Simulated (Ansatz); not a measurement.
# Phonon-limited transport in TaNi$_{3}$ (I4/mmm)

```xyz
4
Lattice="0.0000 2.5364 3.6999 2.5364 0.0000 3.6999 2.5364 2.5364 0.0000" Properties=species:S:1:pos:R:3 pbc="T T T"
Ta     0.0000     0.0000     0.0000
Ni     2.5364     2.5364     3.6999
Ni     1.2682     1.2682     1.8500
Ni     3.8046     3.8046     5.5499
```

Method: PBEsol, DFPT electron-phonon coupling, linearised Boltzmann equation (plane waves, PAW, scalar-relativistic; Ansatz, a quantum-chemistry and plane-wave program). Cell: relaxed with this functional, without spin-orbit coupling.

resistivity at 300 K: 8.5 (x), 8.5 (y), 12.6 (z) μΩ·cm
resistivity at 77 K: 0.93 (x), 0.93 (y), 1.38 (z) μΩ·cm
electron mean free path at 300 K (weighted by the current that each state carries): 15.0 (x), 15.0 (y), 14.0 (z) nm
electron-phonon coupling λ: 0.153
transport coupling λ_tr: 0.158 (x), 0.158 (y), 0.165 (z)
logarithmic mean phonon energy: 19.8 meV
density of states at the Fermi level: 0.75 states/(eV·spin·cell)
Drude plasma energy: 4.5 (x), 4.5 (y), 3.8 (z) eV
Tc for μ* = 0.10 (anisotropic Eliashberg): below 1 K
Tc for μ* = 0.13 (anisotropic Eliashberg): below 1 K

A metal at this level (no band gap). Only scattering by harmonic phonons is included (no impurities, grain boundaries, electron-electron scattering or thermal expansion). Spin-orbit coupling is left out, which matters with elements this heavy. The run warned that the eigensolver left some states short of its tolerance. Halving the electron mesh (28x28x28) moves the resistivity by up to 3 % at 300 K, the mean free path by up to 2 %, the coupling by up to 2 %. Smearing 0.20 eV; phonons on a 4x4x4 q mesh, which this run doesn't test and which matters most at low temperature. Tc comes from the anisotropic Migdal-Eliashberg equations with μ*, a chosen number, referred to 22 meV.

Formula and space group known from diffraction (Crystallography Open Database), not checked to be the room-temperature form: TaNi3 (I4/mmm). Treated as nonmagnetic (a ferromagnetic start lost its moment, other orders weren't tried): TaNi3 (I4/mmm).
